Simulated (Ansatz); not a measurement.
The starting structures come from a database of crystals and need not be the phases stable at ambient conditions.

 Where the default PAW files enter, the runs use the earlier of Ansatz's two default sets.

## Evanescent states of Ba3ZnN2O (P4/mmm, not sure to be the ambient phase, 7 atoms a cell, 22.9 Å³ an atom, -2 GPa at this level) along the normal of (100)

All values below come from r2SCAN (plane waves, PAW; Ansatz, a program for electronic structure).

No gap correction and no spin-orbit coupling; mid-gap values are interpolated between computed energies.

Energies count from the valence-band top; κ is the least over a 8×4 mesh across the current.

```tsv
E (eV)	κ (1/Å)	where
0.03	0.056	off Γ
0.09	0.095	off Γ
0.15	0.119	off Γ
0.21	0.138	off Γ
0.27	0.152	off Γ
0.33	0.164	off Γ
0.39	0.173	off Γ
0.45	0.179	off Γ
0.51	0.183	off Γ
0.57	0.174	off Γ
0.63	0.135	off Γ
0.69	0.086	off Γ
```

How thick must the barrier be to attenuate the transmission by 10^4 when the electrodes' Fermi level lies at 0.21 eV, and what attenuation does that film give at 0.69 eV?

d = 4 ln 10 / (2 × 0.138) = 33.4 Å. At 0.69 eV it gives 4 × 0.086/0.138 = 2.5 decades.
